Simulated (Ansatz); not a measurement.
**PBE against r2SCAN: WC, pressure 3 GPa**

Take WC (space group P-6m2, No. 187; a = 2.922 Å, c = 2.847 Å) as the base.

(Cell as relaxed with PBE.)

Levels (all Ansatz, a quantum-chemistry and plane-wave program, PAW, earlier PAW set): PBE (420 eV, scalar-relativistic without spin-orbit coupling); r2SCAN (500 eV, without spin-orbit coupling).

Each level relaxes its own structure.

```tsv
base	PBE	r2SCAN
volume per atom	10.53 Å³	10.42 Å³
lattice parameter a	2.922 Å	2.913 Å
band gap	zero	zero
```

Modification: cell and atoms relaxed at a pressure of 3 GPa.

```csv
quantity,PBE,r2SCAN
shortest interatomic distance,2.202 Å,___
c/a ratio,0.975,___
band gap,zero,___
```

Question: Predict the r2SCAN column.

Answer: 
- shortest interatomic distance, r2SCAN: 2.195 Å
- c/a ratio, r2SCAN: 0.975
- band gap, r2SCAN: zero

PBE's shortest interatomic distance lies 0.007 Å above r2SCAN's (0.3 %); the two agree on the c/a ratio and band gap. Neither level is exact; r2SCAN is the comparison here, not a measurement.

Load acts through the strain it causes; cell and atoms are relaxed under it. Stability against distortions was not tested. The final runs are not spin-polarised.
